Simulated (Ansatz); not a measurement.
CuAu under a change: uniaxial strain ε_zz = −0.50 %

Take CuAu (space group P4/mmm, No. 123; a = 2.869 Å, c = 3.645 Å; relaxed with 0.1 eV smearing) as the base. Axes: x, y, z lie along a, b, c of the conventional cell.

Perturbation: the cell is compressed by 0.50 % along z with no lateral relaxation; the atoms relax in the strained cell.

Level of theory: PBE/PAW in Ansatz (a quantum-chemistry and plane-wave program), scalar-relativistic without spin-orbit coupling. Γ-centred 20×20×16 mesh, Fermi–Dirac width 0.1 eV.

- Space group: P4/mmm (No. 123) (base P4/mmm (No. 123))
- Shortest interatomic distance: 2.721 Å (base 2.727 Å)
- Energy relative to the base (free energy F): +0.2 meV/atom
- Pressure (mean of the normal stresses, compression positive): 0.7 GPa (base 0.0 GPa)
- Band gap: zero (base zero)
- Stress (xx, yy, zz, yz, xz, xy; compression positive): (0.7, 0.7, 0.8, 0.0, 0.0, 0.0) GPa

Final structure:

```
CuAu
1.0
    2.86941     0.00000     0.00000
    0.00000     2.86941     0.00000
    0.00000     0.00000     3.62700
Cu Au
1 1
Direct
  0.00000   0.00000   0.00000
  0.50000   0.50000   0.50000
```

Whether these cells are dynamically stable was not tested. The final runs are not spin-polarised.
